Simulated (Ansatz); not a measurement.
H on the 1x1 (111) surface of fcc Pt, one in a 2x2 cell, energies for each (27.3 Å²). Energies are against ½ H2(g), without zero-point or thermal terms; each row is named by its start.

Method: PBE (plane waves to 420 eV, PAW; Ansatz, an electronic-structure program).

Set-up: 17 atoms, 6.9 Å thick at the start under the adsorbate (thin: gaps and levels are the slab's own); mesh 6x6x1; 0.1 eV smearing; dipole correction on; 8 atoms held, the rest relaxed; each run with such symmetry as its start has; no spin, no spin-orbit, no U, no dispersion correction.

A negative adsorption energy means that the adsorbate is more stable on the surface than in its reference. Heights count from the host atoms within 0.3 Å of the top one.

```csv
starting site,E_ads (eV),height (Å),nearest host atom (Å),bonded to,Δ work function (eV),lateral drift (Å)
top Pt,(withheld),1.65,Pt 1.55,Pt,-0.20,0.0
hollow Pt-Pt-Pt over Pt at depth 2.3 Å,-0.42,(withheld),Pt 1.86,3 Pt,-0.09,0.0
hollow Pt-Pt-Pt over Pt at depth 4.6 Å,-0.46,0.86,Pt 1.86,3 Pt,-0.10,0.0
bridge Pt-Pt (span 2.8 Å),-0.42,(withheld),Pt 1.76,2 Pt,-0.10,0.0
```

Task: Some entries are withheld; supply them.

Result: 
- top Pt, E_ads (eV): -0.43
- hollow Pt-Pt-Pt over Pt at depth 2.3 Å, height (Å): 0.89
- bridge Pt-Pt (span 2.8 Å), height (Å): 1.07
